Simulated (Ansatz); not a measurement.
LuBeNO (model structure, started from the LaZnOP type, P4/nmm, No. 129, 8 atoms in the cell), treated with HSE06 (PAW; Ansatz, an electronic-structure program).

Input:

Ansatz 0.2 input:
```yaml
crystal:
  lattice:
    - [3.4362066862, 0.0, 0.0]
    - [0.0, 3.4362066862, 0.0]
    - [0.0, 0.0, 7.0122203134]
  atoms:
    - { symbol: Lu, position: [0.0, 0.5, 0.8277325295] }
    - { symbol: Lu, position: [0.5, 0.0, 0.1722674705] }
    - { symbol: Be, position: [0.0, 0.0, 0.5] }
    - { symbol: Be, position: [0.5, 0.5, 0.5] }
    - { symbol: N, position: [0.5, 0.0, 0.5975237009] }
    - { symbol: N, position: [0.0, 0.5, 0.4024762991] }
    - { symbol: O, position: [0.5, 0.5, 0.0] }
    - { symbol: O, position: [0.0, 0.0, 0.0] }
basis:
  ecutwfc: 460
  ecutrho_ratio: 4
  xc_grid: 2
kpoints:
  mp_grid: { grid: [6, 6, 4] }
  band_path: { path: [[0, 0, 0], [0.269231, 0.269231, 0.5]], npoints: 1 }
hamiltonian:
  xc: hse06
  dispersion: none
  pseudopotentials: { kind: paw }
scf:
  occupations: { method: fermi_dirac, width: 0.01 }
  convergence: { dr2_threshold: 0.0000000008 }
output:
  forces: true
  stress: true
  eigenvalues: true
  write_bands: true
```

Question: How many irreducible k-points, plane waves at Γ does the program set up, and what pressure does the run end with?

Answer: 30 irreducible k-points, 1825 plane waves at Γ; P = 2.21 GPa, so the cell is compressed on average and its volume would grow at this level.

The run printed, among other lines:

```
WARN output.stress: scf.exx.energy_threshold = 1e-6 eV is looser than the 8e-8 eV advised for a stress under a hybrid functional (1e-8 eV for each atom of the …
Crystal: 8 atoms, lattice volume = 82.797 Å³
Basis set: ecut = 460 eV, 1825 PW (Γ), exchange–correlation on 50×50×100 points (8 copies of the dense FFT grid, shifted against one another)
Bands: 46, of which v1, the nominal top of the filled ones, is band 38 counted from 1 (37 counted from 0)
Symmetry: 16 space group operations
Space group: P4/nmm (ITA 129), of the structure as read, at distance tolerance 4.4e-5 Å
k-points: 30 of 144
SCF iter   1: F=—  HF=-31562.447596 eV  |F-HF|=—  |Δ(HF+E_count)|=         —  Δρ=6.21e-3  dr2=1.71e-2
SCF iter   2: F=—  HF=-31562.446667 eV  |F-HF|=—  |Δ(HF+E_count)|=   9.29e-4  Δρ=3.15e-3  dr2=3.62e-3
  ...
Crystal: 8 atoms, lattice volume = 82.797 Å³
Initial density: handed on by an earlier stage of this run
Crystal: 8 atoms, lattice volume = 82.797 Å³
Crystal: 8 atoms, lattice volume = 82.797 Å³
SCF iter   1: F=—  HF=-31562.051436 eV  |F-HF|=—  |Δ(HF+E_count)|=         —  Δρ=3.55e-6  dr2=9.10e-9
SCF iter   2: F=-31562.051436 eV  HF=-31562.051436 eV  |F-HF|=4.80e-10  |Δ(HF+E_count)|=   3.09e-9  Δρ=9.41e-7  dr2=6.93e-10
SCF 4 converged in 2 iterations: F = -31562.051436 eV  dr2 = 6.93e-10
Free energy (F): -31562.051436 eV
Internal energy: -31562.051436 eV  (E = F + TS)
E sigma→0 (E₀):  -31562.051436 eV
Fermi energy:    14.564183 eV
--- Forces (eV/Å), atoms counted from 1 ---
  atom   1  Lu     0.00000000     0.00000000     0.09247717
  atom   2  Lu     0.00000000     0.00000000    -0.09247717
  atom   3  Be     0.00000000     0.00000000    -0.00000000
  atom   4  Be     0.00000000     0.00000000     0.00000000
  atom   5  N      0.00000000     0.00000000    -0.05749259
  atom   6  N      0.00000000     0.00000000     0.05749259
  atom   7  O      0.00000000     0.00000000    -0.00000000
  atom   8  O      0.00000000     0.00000000     0.00000000
--- Stress (GPa, compression-positive) ---
        1.721362       0.000000       0.000000
        0.000000       1.721362       0.000000
        0.000000       0.000000       3.195876
  P = ⅓ Tr σ = 2.2129 GPa (22.129 kbar)
```

The PAW data were made under PBE.

Note: the relaxation could raise the start's symmetry but not lower it, so the cell can be a saddle point. Note: cell and atoms aren't relaxed at this level (largest force component 0.09 eV/Å, pressure 2.2 GPa).

A model structure was made by putting elements into a prototype or built by hand; it is no filed structure, need not be a known phase, and can be a saddle point held by its symmetry.
